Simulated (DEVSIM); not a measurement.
Device: abrupt Si n-p junction, at 350 K.

```csv
layer (left to right),material,thickness (μm),Nd (cm⁻³),Na (cm⁻³),τn (s),τp (s)
1,Si,9.70,5.9e17,-,8.4e-6,8.4e-6
2,Si,6.00,-,8.5e16,8.4e-6,8.4e-6
```

Left contact: ohmic. Right contact: ohmic. Voltage is applied to the left contact. Recombination: SRH at mid-gap. Mobility is μmin + (μ − μmin)/(1 + (N/Nref)^α).

Constants are typed, rounded textbook-type inputs, not results; the design itself was drawn at random and stands for no fabricated device. Values at 300 K; Nc and Nv go as T^1.5, mobilities as T to minus their exponent, the gap by Varshni's rule with the affinity fixed.

| parameter | Si |
|---|---|
| gap (eV) | 1.124 |
| affinity (eV) | 4.05 |
| permittivity | 11.7 |
| Nc (cm⁻³) | 2.86e19 |
| Nv (cm⁻³) | 3.1e19 |
| μn (cm²/Vs) | 1417 |
| μp (cm²/Vs) | 470 |
| μn,min | 52 |
| μp,min | 45 |
| Nref,n | 9.7e16 |
| Nref,p | 2.2e17 |
| αn | 0.68 |
| αp | 0.72 |
| T exponent of μn | 2.3 |
| T exponent of μp | 2.2 |
| Varshni α (eV/K) | 0.000473 |
| Varshni β (K) | 636 |

DEVSIM, 1D drift-diffusion, Boltzmann statistics, complete ionisation; no tunnelling, impact ionisation, image-force lowering or self-heating.

The thickness of layer 2 was swept, all else fixed.

| thickness of layer 2 (μm) | dark forward voltage at 1 A/cm² (V) | dark forward voltage at 100 A/cm² (V) |
|---|---|---|
| 1.2 | 0.515 | 0.660 |
| 2.1 | 0.532 | 0.678 |
| 3.6 | 0.549 | 0.694 |
| 6 | 0.564 | 0.711 |
| 10 | 0.579 | 0.729 |
| 18 | ___ | ___ |
| 30 | 0.610 | 0.769 |

Problem. What belongs in the gaps?

Solution. 
- 18, dark forward voltage at 1 A/cm² (V): 0.596
- 18, dark forward voltage at 100 A/cm² (V): 0.748
